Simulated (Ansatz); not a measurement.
The starting structures come from a database of crystals and need not be the phases stable at ambient conditions.

Given:

```
GaAsO4
1.0
    7.02354     0.00000     0.00000
    0.00000     7.14176     0.00000
    3.51177     0.00000     3.52400
Ga As O
2 2 8
Direct
  0.17228   0.50000   0.00000
  0.82772   0.00000   0.00000
  0.66765   0.25000   0.66470
  0.33235   0.75000   0.33530
  0.81358   0.45008   0.41022
  0.18642   0.95008   0.58978
  0.22380   0.54992   0.58978
  0.77620   0.04992   0.41022
  0.72398   0.21956   0.94104
  0.27602   0.71956   0.05896
  0.66502   0.78044   0.05896
  0.33498   0.28044   0.94104
```

Space group of this cell: C222_1. The cell is taken as given; by r2SCAN its mean pressure is -1.6 GPa.

Transport runs along the normal of the first two printed cell vectors.

The gap is the functional's own. No spin-orbit coupling. Mid-gap values are interpolated on the energy grid.

Give the band gap and the smallest decay constant κ at mid-gap that r2SCAN (Ansatz, an electronic-structure program) yields.

Gap 4.05 eV on a 8×4×8 mesh; κ = 0.375 1/Å, at the zone centre.
